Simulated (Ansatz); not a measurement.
**SiC, response to strain**

Take SiC in the zinc blende structure (space group F-43m, No. 216) as the base.

```
CELL_PARAMETERS angstrom
      0.00000     2.18988     2.18988
      2.18988     0.00000     2.18988
      2.18988     2.18988     0.00000
ATOMIC_POSITIONS crystal
  Si 0.00000 0.00000 0.00000
  C  0.25000 0.25000 0.25000
```

Strains are applied to the cell and any free atomic positions relax.

Level of theory: Ansatz (an electronic-structure program) PBE, no SOC.

Notes on the quantities. energy relative to the base: free energy F.

```csv
isotropic strain (%),energy relative to the base (meV/atom)
-2,26.6
-1.5,?
-1,6.5
0,0.0
1,6.1
1.5,13.5
2,23.7
2.5,36.5
3,51.7
```

Task: Fit ΔE = Aε² + Bε³ (ε in %) to the rows shown and predict the withheld row.

Result: Least squares on the printed values gives A = 6.29 and B = -0.18 meV/atom (largest residual 0.0 meV/atom); this predicts 14.8 meV/atom, and the run gives 14.7 meV/atom, in agreement.

No phonon test of stability was made.
